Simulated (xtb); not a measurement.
xtb 6.7.1, GFN1-xTB: Ta(NMe)(F)(OMe)2 (C[N]=[Ta]([F])([O]C)[O]C), 17 atoms. The geometry is a generated start, not checked to be a minimum at this level.

* **method**: GFN1-xTB
* **--acc**: 1 (default)
* **--etemp (K)**: 300 (default)
* **detailed input (--input)**: none: ANC optimiser, Lindh (1995) Hessian, microcycle=20, maxdispl=1.0, hlow=0.01 (default)
* **basis functions**: 56
* **valence electrons**: 50

```xyz
17

Ta     0.1314     0.7960     0.5155
N     -1.4620     0.0100     0.2677
C     -2.6679    -0.6380    -0.0903
H     -2.9232    -0.4396    -1.1386
H     -2.5799    -1.7225     0.0449
H     -3.4926    -0.2819     0.5362
F     -0.2705     2.3272     1.6735
O      1.2451    -0.3704     1.4584
C      1.4759    -1.6351     1.9861
H      0.5279    -2.1769     2.1008
H      2.1382    -2.2029     1.3202
H      1.9589    -1.5482     2.9677
O      0.9257     1.3927    -1.0311
C      1.1940     1.5838    -2.3789
H      1.0547     0.6430    -2.9261
H      0.5157     2.3392    -2.7949
H      2.2285     1.9235    -2.5110
```

Charge 0 and multiplicity 1 are set for this test and not shown to be the ground state.

The structure is relaxed from this start with --opt LEVEL for the levels crude, sloppy, loose, lax, normal, tight, vtight, extreme, once each. Up to the end of the extreme run atoms move by at most 0.97 Å along an axis.

Problem. What is the loosest level that ends within 5 meV of the extreme run, and how many cycles does it take?

Solution. tight: 58 cycles against 77, ending 0.16 meV above.

```
level    cycles  energy above the extreme run (meV)  gradient norm (eV/Å)
-------  ------  ----------------------------------  --------------------
crude         4                                  16                  0.13
sloppy        4                                  16                  0.13
loose         5                                  15                 0.084
lax          13                                 6.9                 0.051
normal       15                                 6.5                 0.035
tight        58                                0.16                0.0070
vtight       68                               0.035                0.0023
extreme      77                                   —                0.0012
```
